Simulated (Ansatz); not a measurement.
**CuAu, response to strain**

Take CuAu (space group P4/mmm, No. 123; relaxed with 0.1 eV smearing) as the base.

```
CELL_PARAMETERS angstrom
      2.86941     0.00000     0.00000
      0.00000     2.86941     0.00000
      0.00000     0.00000     3.64523
ATOMIC_POSITIONS crystal
  Cu 0.00000 0.00000 0.00000
  Au 0.50000 0.50000 0.50000
```

Strains are applied to the cell and any free atomic positions relax.

The values are results of Ansatz (a quantum-chemistry and plane-wave program), PBE, PAW, cutoff 420 eV, without spin-orbit coupling, not measurements.

Candidates:
(a) isotropic strain +1.50 %
(b) isotropic strain +0.50 %
(c) isotropic strain −3.00 %
(d) isotropic strain −2.50 %
(e) isotropic strain +2.00 %

Notes on the quantities. energy relative to the base: free energy F.

### Question
Order them by energy relative to the base, lowest first.

### Answer
(b) isotropic strain +0.50 % (+1.4 meV/atom), (a) isotropic strain +1.50 % (+12 meV/atom), (e) isotropic strain +2.00 % (+22 meV/atom), (d) isotropic strain −2.50 % (+41 meV/atom), (c) isotropic strain −3.00 % (+61 meV/atom)

Whether these cells are dynamically stable was not tested. The final runs are not spin-polarised.
